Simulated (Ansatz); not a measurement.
We consider Tm5Si3 (P6₃/mcm, No. 193; cell taken from a computed entry), described by r²SCAN-D4 (plane waves, PAW; Ansatz, a first-principles code).

Numerical settings: plane-wave cutoff 500 eV, 6×6×6 k mesh, Fermi–Dirac smearing 0.05 eV, spin-polarised start, scalar-relativistic PAW data made under PBE.

Computed at the level's own relaxed cell.

Question: Predict the volume per atom, lattice constant a and lattice parameter c.

Answer: 
* **volume per atom**: 24.49 Å³/atom
* **lattice constant a**: 8.375 Å
* **lattice parameter c**: 6.450 Å

Note: the magnetic order was assumed, not searched for or taken from measurement; the relaxation could not lower the start's symmetry, so the cell can be a saddle point above a distorted one; the 4f shell is treated without U or exact exchange, so its levels and filling can be wrong.

Spin–orbit coupling is not included.

The computed numbers hold no vibrational or temperature effects.

The result took very roughly 110 core-minutes.
